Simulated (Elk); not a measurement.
Elk run on Rh (Fm-3m, 1 atom in the cell): self-consistent single point.

Method of the run: PBEsol, all-electron FP-LAPW, Elk's shipped species files, default APW+lo basis in Elk.

```
Rh
1.0
    0.00000     1.90000     1.90000
    1.90000     0.00000     1.90000
    1.90000     1.90000     0.00000
Rh
1
Direct
  0.00000   0.00000   0.00000
```

Reference input (self-consistent single point, DFT, PBE, all-electron FP-LAPW, Elk's shipped species files, default APW+lo basis): xctype = 20; rgkmax = 7; stype = 0; swidth = 0.00734986 Ha; ngridk = 15 15 15; rmtscf = 0.92. This run's input differs from it in these lines:

```diff
@@ -4,3 +4,3 @@
 xctype
-  20
+  22
```

Log, with long lists cut:

```
│ Self-consistent loop started │
│ Loop number : 1 │
 total energy                :     -4778.85873651
│ Loop number : 2 │
 total energy                :     -4779.08906363
RMS change in Kohn-Sham potential (target) :   0.1910698079     (  0.1000000000E-05)
Absolute change in total energy (target)   :   0.2303271185     (  0.1000000000E-03)
│ Loop number : 3 │
 total energy                :     -4780.04983967
RMS change in Kohn-Sham potential (target) :   0.1612448711     (  0.1000000000E-05)
Absolute change in total energy (target)   :    1.018357822     (  0.1000000000E-03)
│ Loop number : 4 │
   [... lines left out ...]
Absolute change in total energy (target)   :   0.6449737148E-03 (  0.1000000000E-03)
│ Loop number : 14 │
 total energy                :     -4782.94276290
RMS change in Kohn-Sham potential (target) :   0.5279961330E-07 (  0.1000000000E-05)
Absolute change in total energy (target)   :   0.1574214521E-03 (  0.1000000000E-03)
│ Loop number : 15 │
 total energy                :     -4782.94276360
RMS change in Kohn-Sham potential (target) :   0.2907992168E-07 (  0.1000000000E-05)
Absolute change in total energy (target)   :   0.4005034589E-04 (  0.1000000000E-03)
Convergence targets achieved

│ Loop number : 16 │

Energies :
 Fermi                       :     0.410149116345
 total energy                :     -4782.94276385

Density of states at Fermi energy :    34.42744622
 (states/Hartree/unit cell)

Estimated indirect band gap :   0.4253866790E-03
 from k-point     86 to k-point     26
Estimated direct band gap   :   0.8169828199E-02
 at k-point     26

Charges :
 core                        :    28.00000000
 valence                     :    17.00000000
 interstitial                :    1.502581376
 muffin-tins (core leakage)
  species :    1 (Rh)
   atom    1                 :    43.49741862     (  0.7875184238E-07)
 total in muffin-tins        :    43.49741862
 total calculated charge     :    45.00253163
 total charge                :    45.00000000
 error                       :   0.2531632067E-02

│ Self-consistent loop stopped │
```

The run converged in 16 iterations. The count includes the last loop, which Elk runs after its targets are met. 

The starting cell has typed, rounded lattice constants, without a prior relaxation at this level. Spin polarisation is off. Values depend on the basis (sphere radii, cutoffs, local orbitals), which need not be converged. The log's line on a gap gives a spacing of levels on this mesh, which the program prints for metals too.
